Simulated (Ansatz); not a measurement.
The reference is Se (space group P3_121, No. 152; a = 4.5294 Å, c = 5.0424 Å; made of chains).

(Cell as relaxed with PBE.)

Levels (all Ansatz, a quantum-chemistry and plane-wave program, PAW, earlier PAW set): PBE (420 eV, no spin-orbit coupling); r2SCAN (500 eV, spin-orbit coupling left out).

Each level relaxes its own structure.

```csv
base,PBE,r2SCAN
volume per atom,29.86 Å³,29.25 Å³
lattice parameter a,452.9 pm,450.7 pm
band gap,1.04 eV,1.33 eV
```

Now apply this change: cell and atoms relaxed at a pressure of 30 GPa.

```tsv
quantity	PBE	r2SCAN
shortest interatomic distance	248.0 pm	242.3 pm
band gap	zero	zero
```

PBE's shortest interatomic distance lies 5.7 pm above r2SCAN's (2.4 %); the two agree on the band gap. Neither level is exact; r2SCAN is the comparison here, not a measurement.

A case with no gap was solved on a k-mesh chosen for an insulator, which is coarse for it. From pressure 30 GPa on, the axis ratios lie over 15 % from the base's, so the cell there is far from its starting form. Load acts through the strain it causes; cell and atoms are relaxed under it. Stability against distortions was not tested. Competing high-pressure phases were not computed. No dispersion term is included, though the crystal is made of layers, chains or molecules, so its spacings can come out too wide. The zero or small gap of Se under pressure 30 GPa can change with the level of theory.
